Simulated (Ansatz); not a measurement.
Model: Si(111) 1x1 surface, 6 top atoms, 3 bilayers, bottom bilayer H-capped and fixed, every top atom capped by H; cell 11.5 x 6.6 Å; two neighbouring H replaced by OH; about 7 Å thick over the host's atoms, 18 atoms held. Computed with PBE-D3(BJ) (plane waves to 420 eV, PAW; Ansatz, an electronic-structure program). Sampling: 1x2x1 k points. Some slab states were started with spin and the others were run without it. No Hubbard U. A thicker slab, a larger cell or a denser mesh can move such energies by a tenth of an eV or more. No zero-point or entropy terms are included. Each state was relaxed from one prepared geometry.

One SiH4 a cell is brought to the surface left by an earlier step (the surface fragment of MoF6 exchanges a second ligand with a neighbouring O-H group), after HF has left. Relaxed result near the molecule:

```
atom    x (Å)  y (Å)   z (Å)
------  -----  -----  ------
H(29)   3.792  6.481  10.907
H(44)   7.709  6.752  11.040
O(46)   5.150  3.485  11.104
O(48)   2.481  3.290  11.074
Mo(a0)  3.804  3.320  12.419
F(a1)   3.559  5.152  12.660
F(a2)   4.040  1.465  12.425
F(a4)   2.477  3.027  13.694
F(a6)   5.105  3.435  13.751
Si(d0)  6.661  6.554  13.811
H(d1)   6.245  5.795  12.596
H(d2)   7.067  7.928  13.384
H(d3)   5.538  6.620  14.785
H(d4)   7.840  5.869  14.421
```

### Question
What is the adsorption energy against the free SiH4 and the slab before, and how much of it is dispersion?

### Answer
-0.24 eV (negative: bound); the D3 term gives -0.26 eV of it. Its closest contacts to the rest of the cell: H(d1)...H(44) 2.34 Å, H(d2)...H(44) 2.70 Å, H(d1)...F(a1) 2.76 Å.
